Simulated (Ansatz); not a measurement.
The parent structure is TiB2 (space group P6/mmm, No. 191).

```
CELL_PARAMETERS angstrom
      2.99392     0.00000     0.00000
     -1.49696     2.59281     0.00000
      0.00000     0.00000     3.15953
ATOMIC_POSITIONS crystal
  Ti 0.00000 0.00000 0.00000
  B  0.66667 0.33333 0.50000
  B  0.33333 0.66667 0.50000
```

Cartesian axes are those of the cell as printed.

The values are results of LDA/PAW in Ansatz (an electronic-structure program), spin-orbit coupling left out, not measurements.

Base values:

| Quantity | Value |
|---|---|
| Band gap | zero |

The change: the cell is compressed by 2.50 % along x with no lateral relaxation, atoms relaxed at fixed cell.

Q: Estimate the effect on the energy relative to the base.

A: The energy grows by 12 meV/atom.

Q: Estimate the effect on the band gap.

A: The band gap is still zero.

The mesh was chosen for an insulator and is coarse for the gapless case. Without a gap, meshes like the base's 13×13×10 leave anisotropic stresses uncertain by several tenths of a GPa, and small strain energies with them. The cells carry an imposed strain or load. No phonon test of stability was made. The final runs are not spin-polarised.
